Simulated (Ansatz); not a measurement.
The reference is BeS in the zinc blende structure (space group F-43m, No. 216; a = 4.796 Å).

Method: LDA (Ansatz, a program for electronic structure), no SOC.

Strains are applied to the cell and any free atomic positions relax.

One change was made to it. Results:

```csv
quantity,base,after
electron mass,"0.80 mₑ along k, 0.28 mₑ across (at X)","0.82 mₑ along k, 0.29 mₑ across (at X)"
"hole mass (degenerate bands, along [100])","0.34, 0.53, 0.53 mₑ (at Γ)","0.33, 0.57, 0.57 mₑ (at Γ)"
band gap,2.82 eV,2.95 eV
pressure,0.00 GPa,-5.43 GPa
```

### Question
Which of these changes matches the shifts?
A) isotropic strain +2.00 %
B) isotropic strain +3.00 %
C) isotropic strain +1.50 %

### Answer
A, isotropic strain +2.00 %. For comparison, the electron mass in the other runs: isotropic strain +3.00 % gives 0.83 mₑ along k, 0.29 mₑ across (at X); isotropic strain +1.50 % gives 0.81 mₑ along k, 0.28 mₑ across (at X).

Masses are band curvatures over ±0.01 Å⁻¹ around the edge. Along k means along the line from Γ to the band edge. Whether these cells are dynamically stable was not tested.
